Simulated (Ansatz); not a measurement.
An Ansatz (a program for electronic structure) run: Ta with a change (isotropic strain +0.66 %); Kohn–Sham DFT with the r2SCAN functional, run in Ansatz with PAW and 500 eV plane waves, without spin-orbit coupling.

Input:

Ansatz 0.2 input:
```yaml
crystal:
  lattice:
    - [-1.6633303683, 1.6633303683, 1.6633303683]
    - [1.6633303683, -1.6633303683, 1.6633303683]
    - [1.6633303683, 1.6633303683, -1.6633303683]
  atoms:
    - { symbol: Ta, position: [0, 0, 0] }
basis: { ecutwfc: 500, ecutrho_ratio: 4, xc_grid: 4, fft_grid_basis: typed }
kpoints: { mp_grid: { grid: [20, 20, 20] } }
hamiltonian:
  xc: r2scan
  dispersion: none
  pseudopotentials: { kind: paw }
scf: { occupations: { method: fermi_dirac, width: 0.05 }, convergence: { dr2_threshold: 0.0000000001 } }
relax: { f_tol: 0.005, max_steps: 50 }
output: { forces: true, stress: true }
checkpoint: { write: state.ck, write_every: 1000 }
```

Output:

```
Relaxation: its limit of steps is 50 (relax.max_steps)
WARN ansatz: RAYON_NUM_THREADS=1 ignored (pool sized by the plan → 1); use --threads N
Pseudopotentials: kind: paw
Pseudopotential: Ta, paw, valence charge 13
Functional definition: r2SCAN
Crystal: 1 atoms, lattice volume = 18.408 Å³
Basis set: ecut = 500 eV, 459 PW (Γ), exchange–correlation on 96×96×96 points (64 copies of the dense FFT grid, shifted against one another)
Bands: 11, of which v1, the nominal top of the filled ones, is band 7 counted from 1 (6 counted from 0)
Symmetry: 48 space group operations
Space group: Im-3m (ITA 229), of the structure as read, at distance tolerance 2.6e-5 Å
k-points: 256 of 8000
PAW frozen core: Ta, regenerated for the run's functional
Initial density: superposition of atomic densities (neutral atoms: chi_scale 0, normalization atom), corrected by the library's trained network
Initial wavefunctions: pseudopotential atomic-orbital guess
Eigensolver: davidson
Functional: x = r2scan, c = r2scan; τ floored in thin density (d = 2e-4 eV/Å³)
SCF iter   1: F=—  HF=-9944.303262 eV  |F-HF|=—  |Δ(HF+E_count)|=         —  Δρ=6.01e-3  dr2=1.69e-3  dr2_τ=1.43e-2  ethr=1.77e-3  ⟨swp⟩=6.0  Hψ=17159  notcnv=0
all-band conjugate gradients solve this SCF's bands
preconditioner: auto → none
SCF iter   2: F=—  HF=-9944.319109 eV  |F-HF|=—  |Δ(HF+E_count)|=   1.58e-2  Δρ=3.51e-3  dr2=6.87e-4  dr2_τ=2.38e-4  ethr=1.30e-5  ⟨swp⟩=2.1  Hψ=7396  notcnv=0  defer=28
SCF iter   3: F=—  HF=-9944.319887 eV  |F-HF|=—  |Δ(HF+E_count)|=   7.78e-4  Δρ=3.96e-4  dr2=2.40e-5  dr2_τ=1.42e-5  ethr=5.29e-6  ⟨swp⟩=2.0  Hψ=4039  notcnv=0  defer=28
SCF iter   4: F=—  HF=-9944.319889 eV  |F-HF|=—  |Δ(HF+E_count)|=   2.13e-6  Δρ=1.61e-4  dr2=2.00e-6  dr2_τ=1.17e-6  ethr=1.85e-7  ⟨swp⟩=2.4  Hψ=4134  notcnv=0  defer=28
SCF iter   5: F=—  HF=-9944.319888 eV  |F-HF|=—  |Δ(HF+E_count)|=   6.38e-7  Δρ=9.77e-5  dr2=7.03e-7  dr2_τ=3.18e-7  ethr=1.54e-8  ⟨swp⟩=1.0  Hψ=2788  notcnv=0  defer=28
SCF iter   6: F=—  HF=-9944.319890 eV  |F-HF|=—  |Δ(HF+E_count)|=   1.44e-6  Δρ=7.39e-6  dr2=3.69e-9  dr2_τ=3.08e-9  ethr=5.41e-9  ⟨swp⟩=2.8  Hψ=4555  notcnv=0  defer=28
SCF iter   7: F=—  HF=-9944.319890 eV  |F-HF|=—  |Δ(HF+E_count)|=   2.05e-9  Δρ=4.07e-6  dr2=1.68e-9  dr2_τ=3.22e-10  ethr=2.84e-11  ⟨swp⟩=2.9  Hψ=4470  notcnv=0  defer=28
SCF iter   8: F=-9944.319890 eV  HF=-9944.319890 eV  |F-HF|=2.00e-11  |Δ(HF+E_count)|=   1.10e-9  Δρ=4.68e-7  dr2=2.09e-11  dr2_τ=2.90e-12  ethr=1.00e-12  ⟨swp⟩=3.0  Hψ=10614  notcnv=0
SCF 1 converged in 8 iterations: F = -9944.319890 eV  dr2 = 2.09e-11
relax step   1: F+E_penalty+E_count = -9944.31988981 eV  Δ(F+E_penalty+E_count) = +0.000e0 eV  max|allowed force component| = 0.000e0 eV/Å  Δτ_max = 0.0000 Å  (8 SCF iters, accepted)
Crystal: 1 atoms, lattice volume = 18.408 Å³
Initial density: handed on by an earlier stage of this run
Initial wavefunctions: those handed on with the density
iter 1 solved again at ethr=1.00e-12 eV; its pass at ethr=3.10e-3 eV (dr2=2.08e-11 eV) is discarded
SCF iter   1: F=—  HF=-9944.319890 eV  |F-HF|=—  |Δ(HF+E_count)|=         —  Δρ=4.68e-7  dr2=2.09e-11  dr2_τ=2.91e-12  ethr=1.00e-12  ⟨swp⟩=1.1  Hψ=17411  notcnv=0  defer=26
preconditioner: auto → none
SCF iter   2: F=-9944.319890 eV  HF=-9944.319890 eV  |F-HF|=1.82e-12  |Δ(HF+E_count)|=  2.18e-11  Δρ=2.47e-7  dr2=5.05e-12  dr2_τ=5.77e-13  ethr=1.00e-12  ⟨swp⟩=3.8  Hψ=7566  notcnv=0
SCF 2 converged in 2 iterations: F = -9944.319890 eV  dr2 = 5.05e-12
SCF converged after 2 iterations
Free energy (F): -9944.319890 eV
Harris-Foulkes:  -9944.319890 eV  (|F-HF|=1.82e-12)
Internal energy: -9944.309517 eV  (E = F + TS)
E sigma→0 (E₀):  -9944.314704 eV
Entropy (-TS):   -0.010373 eV (-10.373 meV/atom)
Fermi energy:    18.022579 eV
--- Per-component energies (eV) ---
  E_band       = -122.634632
  E_kinetic    = 366.167711
  E_local      = -559.983305  (includes V_loc(G=0)·N_el)
  E_nonlocal   = 14.758047
  E_hartree    = 193.600516
  E_xc         = -204.132465
  E_vxc        = -221.655398  (∫ρ·V_xc dr)
  E_paw        = -8422.866181  (= ΣΔE_a)
  E_vpaw       = -120.313902  (= ΣTr[D̂ρ^β])
  E_aug_tail   = 0.000075  (compensation charges beyond the density's cutoff)
  E_vtau       = 11.191098  (kinetic-family band-sum trace: ∫τ·v_τ [+ j·A + Jᵃ·Aᵃ] dr)
  E_ewald      = -1331.097635
  E_core_change = -0.756280  (= ΣΔE_core)
  E_smearing   = -0.010373  (= −TS)
  E_closure    = 0.000000  (closes the sum)
  Σ components = -9944.319890   (vs F -9944.319890, Δ=0.00e0)
  [band-id]    e_kinetic+e_local+e_nonlocal+2·e_hartree+e_vxc+e_vpaw+e_augmentation_tail+e_vtau = -122.634642   (vs E_band -122.634632, Δ=-9.81e-6)
--- Forces (eV/Å), atoms counted from 1 ---
  atom   1  Ta     0.00000000    -0.00000000     0.00000000
  max |Σ_I F_I| component: 4.21e-30 eV/Å
--- Stress (GPa, compression-positive) ---
       -3.879189       0.000000       0.000000
       -0.000000      -3.879189      -0.000000
        0.000000       0.000000      -3.879189
  P = ⅓ Tr σ = -3.8792 GPa (-38.792 kbar)
  The stress holds the Pulay correction. Without it, at fixed plane waves, as pw.x and ABINIT print it: P = -3.9406 GPa
  The stress includes an estimate of the error left by incomplete SCF convergence (largest component 0.0000 GPa).
--- Band table ---
  band table: none
--- Relaxed structure (1 steps of the walk, 1 accepted, 0 SCFs on fresh bases) ---
  F+E_penalty+E_count = -9944.31988981 eV   max|allowed force component| = 0.000e0 eV/Å
  atoms:
    - { symbol: Ta, position: [0.0, 0.0, 0.0] }
```

Whether these cells are dynamically stable was not tested. The final runs are not spin-polarised. The cell was made from Ta in the bcc (W type) structure (space group Im-3m, No. 229) by this change: isotropic strain +0.66 %.
